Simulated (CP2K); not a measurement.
A self-consistent single point of CoSi₂ (Fm-3m, 3 atoms in the cell) with CP2K.

Method of the run: LDA (Pade form), GPW, DZVP-MOLOPT-SR-GTH basis, GTH-PADE potentials (GTH_POTENTIALS) in CP2K 2026.2.

```
CoSi2
1.0
    3.82211     0.00000     0.00000
    1.91106     3.31005     0.00000
    1.91106     1.10335     3.12074
Co Si
1 2
Direct
  0.00000   0.00000   0.00000
  0.75000   0.75000   0.75000
  0.25000   0.25000   0.25000
```

Reference input (self-consistent single point, DFT PBE, GPW, DZVP-MOLOPT-SR-GTH basis, GTH-PBE potentials (GTH_POTENTIALS)): CUTOFF = 600 Ry; REL_CUTOFF = 50 Ry; SMEAR/METHOD = FERMI_DIRAC; ELECTRONIC_TEMPERATURE = 1578.21 K; KPOINTS/SCHEME = MONKHORST-PACK 9 9 9; XC_FUNCTIONAL = PBE; Co/BASIS_SET = DZVP-MOLOPT-SR-GTH-q17; Co/POTENTIAL = GTH-PBE-q17; Si/BASIS_SET = DZVP-MOLOPT-SR-GTH-q4; Si/POTENTIAL = GTH-PBE-q4; METHOD = GPW; EPS_DEFAULT = 1e-10. This run's input differs from it in these lines:

```diff
@@ -42,3 +42,3 @@
     &XC
-      &XC_FUNCTIONAL PBE
+      &XC_FUNCTIONAL PADE
       &END XC_FUNCTIONAL
@@ -75,3 +75,3 @@
       BASIS_SET DZVP-MOLOPT-SR-GTH-q17
-      POTENTIAL GTH-PBE-q17
+      POTENTIAL GTH-PADE-q17
     &END KIND
@@ -79,3 +79,3 @@
       BASIS_SET DZVP-MOLOPT-SR-GTH-q4
-      POTENTIAL GTH-PBE-q4
+      POTENTIAL GTH-PADE-q4
     &END KIND
```

Output, abridged:

```
 SCF WAVEFUNCTION OPTIMIZATION

  Step     Update method      Time    Convergence         Total energy    Change
     1 NoMix/Diag. 0.20E+00      -     1.49571011      -154.0903048367 -1.54E+02
     2 Broy./Diag. 0.20E+00      -     0.28175490      -150.1854858656  3.90E+00
     3 Broy./Diag. 0.20E+00      -     0.09347383      -156.7448421014 -6.56E+00
     4 Broy./Diag. 0.20E+00      -     0.07057877      -153.4843318198  3.26E+00
     5 Broy./Diag. 0.20E+00      -     0.02216580      -153.8907660478 -4.06E-01
     6 Broy./Diag. 0.20E+00      -     0.00425932      -153.3549258248  5.36E-01
   [... 3 lines left out ...]
    10 Broy./Diag. 0.20E+00      -     0.00001484      -153.4038051131  3.73E-03
    11 Broy./Diag. 0.20E+00      -     0.00000437      -153.4041622883 -3.57E-04
    12 Broy./Diag. 0.20E+00      -     0.00000120      -153.4041802575 -1.80E-05
    13 Broy./Diag. 0.20E+00      -     0.00000005      -153.4042097205 -2.95E-05
  *** SCF run converged in    13 steps ***

  Overlap energy of the core charge distribution:               0.00000000000064
  Self energy of the core charge distribution:               -250.16498435670681
  Core Hamiltonian energy:                                     68.81361157922204
  Hartree energy:                                              45.28273902787107
  Exchange-correlation energy:                                -17.33289631258743
  Electronic entropic energy:                                  -0.00267965806893
  Fermi energy:                                                 0.36409494936085

  Total energy:                                              -153.40420972051891
  Total energy (extrapolated to T->0):                       -153.40286989148444

                     Mulliken Population Analysis

   [... lines left out ...]

 STRESS| Analytical stress tensor [bar]
 STRESS|                        x                   y                   z
 STRESS|      x       -1.21799601923E+05  -2.01132742509E-01  -1.42222547325E-01
 STRESS|      y       -2.01132742509E-01  -1.21799207772E+05  -1.76282093439E-01
 STRESS|      z       -1.42222547325E-01  -1.76282093439E-01  -1.21798698708E+05
 STRESS| 1/3 Trace                                            -1.21799169467E+05
```

The run converged in 13 iterations. Against the reference run the pressure goes from -3.96 to -12.18 GPa.

The starting cell comes from a database of computed structures (which also holds hypothetical and non-ambient phases and stackings), without a prior relaxation at this level. Its lattice was rescaled by a random factor within 2.5 % of one. Spin polarisation is off. Values carry the incompleteness of an atom-centred basis. With a pressure of about -12 GPa the cell is away from its equilibrium volume at this level.

Cost on one core of a shared machine: roughly 40 s.
